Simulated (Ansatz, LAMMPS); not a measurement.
Si well of 21 atomic layers along [001] in random Si0.8Ge0.2, interfaces one step of a layer. Cell 16.58 × 16.58 × 65.84 Å, Si762Ge102, 864 atoms. Prepared with Tersoff's 1989 multicomponent potential (SiCGe.tersoff) (LAMMPS): minimisation. 

Basis: localised support functions (accuracy medium) on a full density matrix. k-points: zone centre alone; occupations: Fermi-Dirac, 0.010 eV; spin polarisation not allowed. No spin-orbit coupling.

Q: Give the gap and bonding at the level PBE, support functions at accuracy medium on the grid of 370 eV (Ansatz, a quantum-chemistry and plane-wave program).

A: 
* **Kohn-Sham gap of the cell on its k-mesh**: 0.45 eV
* **weight of the highest filled level on the well**: 0.37
* **weight of the lowest empty level on the well**: 0.96
* **coordination (neighbours within 2.854 Å)**: 100.0 % 4-fold
* **Ge-Ge bonds, mean ± spread**: 2.465 ± 0.005 Å
* **Ge-Si bonds, mean ± spread**: 2.420 ± 0.007 Å
* **Si-Si bonds, mean ± spread**: 2.378 ± 0.005 Å
* **bond angles, mean ± spread**: 109.5° ± 0.9°
* **pressure**: -0.73 GPa
